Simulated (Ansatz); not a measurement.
Take InHO2 (space group Pnnm, No. 58; a = 4.5213 Å, b = 5.2824 Å, c = 3.2873 Å; a cell from a computed database, its experimental status unchecked) as the base. Axes: x, y, z lie along a, b, c of the conventional cell.

Modification: compressive biaxial strain of 2.91 % in the plane normal to [001], as in epitaxy on a mismatched substrate; the out-of-plane cell vector and the atoms relax.

Levels (all Ansatz, a first-principles code, PAW): PBEsol (420 eV, no spin-orbit coupling); PBEsol+SOC (420 eV, with spin-orbit coupling).

The geometry is relaxed with PBEsol.

| Property | Result |
|---|---|
| PBEsol gap character | indirect, k = (0.286, 0, 0.400) in the run's primitive reciprocal basis → Γ |
| PBEsol lowest conduction level above the VBM at special points | Γ 2.13 eV; X 4.93 eV; Y 5.09 eV; S 6.03 eV |
| PBEsol electron mass | 0.25 mₑ out of plane, 0.23 mₑ in plane (at Γ) |
| PBEsol smallest direct gap | 2.25 eV |

With PBEsol+SOC at the same geometry, the gap character is still indirect, k = (0.286, 0, 0.400) in the run's primitive reciprocal basis → Γ; the lowest conduction level above the VBM at special points changes from Γ 2.13 eV; X 4.93 eV; Y 5.09 eV; S 6.03 eV to Γ 2.13 eV; X 4.93 eV; Y 5.09 eV; S 6.04 eV; the electron mass is still 0.25 mₑ out of plane, 0.23 mₑ in plane (at Γ); the smallest direct gap stays essentially unchanged (2.25 eV against 2.24 eV).

Single points use the geometry relaxed with PBEsol. Differences between runs with and without spin-orbit coupling are approximate. Masses are band curvatures over ±0.01 Å⁻¹ around the edge. Stability against distortions was not tested.
